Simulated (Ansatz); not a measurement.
System: interstitial Na in 2H silicon carbide (charge state +1). Method: PBE, PAW (plane waves to 420 eV; Ansatz, a quantum-chemistry and plane-wave program).

Settings: 72 host sites, the relaxed PBE lattice, the Γ point alone, smearing 0.01 eV, spin-restricted, no image-charge correction. No zero-point or tunnelling terms. The host's phase is taken as given; its stability against other phases was not computed. The charge state is imposed; whether it is stable for some Fermi level was not computed. Sites that were not tried may lie lower.

Barriers: single points on a 2×2×2 k-point mesh shifted by half a step along c at the bands' geometries.

The step: one Na atom jumps by itself. Atoms about the jump, Cartesian Å from the middle of the jump, before and after:

| atom | x0 | y0 | z0 | x1 | y1 | z1 |
|---|---|---|---|---|---|---|
| Na1 | 0.00 | 0.00 | -1.27 | 0.00 | 0.00 | 1.27 |
| C2 | -1.59 | -0.92 | -0.29 | -1.55 | -0.89 | -0.31 |
| C3 | 1.59 | -0.92 | -0.29 | 1.55 | -0.89 | -0.31 |
| C4 | 0.00 | 1.84 | -0.29 | 0.00 | 1.79 | -0.31 |
| Si5 | -1.60 | 0.92 | 0.37 | -1.67 | 0.96 | 0.22 |
| Si6 | 0.00 | -1.85 | 0.37 | 0.00 | -1.93 | 0.22 |
| Si7 | 1.60 | 0.92 | 0.37 | 1.67 | 0.96 | 0.22 |
| C8 | -1.55 | 0.90 | 2.26 | -1.59 | 0.92 | 2.24 |
| C9 | 0.00 | -1.79 | 2.26 | 0.00 | -1.84 | 2.24 |
| C10 | 1.55 | 0.90 | 2.26 | 1.59 | 0.92 | 2.24 |
| Si11 | -1.67 | -0.96 | -2.31 | -1.55 | -0.90 | -2.23 |
| Si12 | 1.67 | -0.96 | -2.31 | 1.55 | -0.90 | -2.23 |
| Si13 | 0.00 | 1.93 | -2.31 | 0.00 | 1.79 | -2.23 |

**Question.** Give the saddle-point geometry and the barrier.

**Answer.** 
```json
[
 {"atom": "Na1", "x": "0.00", "y": "0.00", "z": "0.00"},
 {"atom": "C2", "x": "-1.68", "y": "-0.96", "z": "-0.32"},
 {"atom": "C3", "x": "1.67", "y": "-0.97", "z": "-0.32"},
 {"atom": "C4", "x": "0.00", "y": "1.93", "z": "-0.32"},
 {"atom": "Si5", "x": "-1.78", "y": "1.02", "z": "0.36"},
 {"atom": "Si6", "x": "0.00", "y": "-2.05", "z": "0.36"},
 {"atom": "Si7", "x": "1.77", "y": "1.03", "z": "0.36"},
 {"atom": "C8", "x": "-1.57", "y": "0.90", "z": "2.23"},
 {"atom": "C9", "x": "0.00", "y": "-1.80", "z": "2.23"},
 {"atom": "C10", "x": "1.56", "y": "0.90", "z": "2.23"},
 {"atom": "Si11", "x": "-1.58", "y": "-0.91", "z": "-2.23"},
 {"atom": "Si12", "x": "1.58", "y": "-0.91", "z": "-2.23"},
 {"atom": "Si13", "x": "0.00", "y": "1.82", "z": "-2.23"}
]
```
It lies 3.59 eV above the start and 3.59 eV above the end. The check of the saddle point's order was inconclusive, and it lies on a symmetry element of the cell, where a band can be held.
